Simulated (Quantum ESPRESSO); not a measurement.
Quantum ESPRESSO is run on Ni (P6/mmm, 1 atom in the cell), and the run fails. The aim is a self-consistent single point with DFT, PBEsol, plane waves, GBRV 1.5 ultrasoft (PBESOL) pseudopotentials.

Cell that was meant: a = 2.3981 Å, b = 2.3981 Å, c = 2.3382 Å, α = 90.00°, β = 90.00°, γ = 120.00°.

Part of the input:

```fortran
    outdir = './tmp/'
    pseudo_dir = './'
    verbosity = 'high'
    tprnforce = .true.
    tstress = .true.
/
&system
```

The program printed (abridged):

```
     This program is part of the open-source Quantum ESPRESSO suite
     for quantum simulation of materials; please cite

 %%%%%%%%%%%%%%%%%%%%%%%%%%%%%%%%%%%%%%%%%%%%%%%%%%%%%%%%%%%%%%%%%%%%%%%%%%%%%%
     Error in routine  read_namelists (1):
      bad line in namelist &control: "    tprnforce = .true." (error could be in the previous line)
 %%%%%%%%%%%%%%%%%%%%%%%%%%%%%%%%%%%%%%%%%%%%%%%%%%%%%%%%%%%%%%%%%%%%%%%%%%%%%%

     stopping ...
```

Read the log: what does the program object to, and what is the fix?

The fault is a keyword that the program does not know. The program does not know a key of this name. To fix it, use the program's own name for the key. The program stopped before any SCF iteration.

The sound input it was made from differs as follows (other fixes are possible):
```diff
-    tprnforce = .true.
+    tprnfor = .true.
```

With that input, the run converged in 15 iterations: free energy E − TS -4667.4925 eV; Fermi level (on the code's own zero) 16.16 eV; pressure -5.66 GPa; size of the cell's spin moment 0.65 μB; site moments (μB, in the program's spheres or projections) Ni 0.68 (DFT, PBEsol, plane waves, GBRV 1.5 ultrasoft (PBESOL) pseudopotentials).

On the sound input: the starting cell comes from a database of computed structures (which also holds hypothetical and non-ambient phases and stackings), without a prior relaxation at this level. With one magnetic atom in the cell only a parallel order is possible. With a pressure of about -6 GPa the cell is away from its equilibrium volume at this level.
